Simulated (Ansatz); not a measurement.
The reference is MgS in the rock salt structure (space group Fm-3m, No. 225; a = 5.2297 Å).

Computed with Ansatz (an electronic-structure program), PBE, PAW, cutoff 420 eV, no spin-orbit coupling.

For the base:

* **Valley order**: X along ⟨100⟩ 2.76 eV; Γ 3.60 eV
* **Hole mass**: 0.25, 0.97, 0.97 mₑ (at Γ)

The change: the cell is scaled by 1.0050 in all directions; the atoms relax in the strained cell.

**Question.** What happens to the valley order?

**Answer.** The valley order (the lowest conduction-band minima on the path, energy above the VBM, named in the base's zone) goes from X along ⟨100⟩ 2.76 eV; Γ 3.60 eV to X along ⟨100⟩ 2.73 eV; Γ 3.49 eV.

**Question.** How does this affect the hole mass?

**Answer.** The hole mass (degenerate bands, along [100]) changes from 0.25, 0.97, 0.97 mₑ (at Γ) to 0.25, 0.98, 0.98 mₑ (at Γ).

The levels and masses belong to the bands next to the band gap. Effective masses come from finite differences of ±0.01 Å⁻¹. Stability against distortions was not tested.
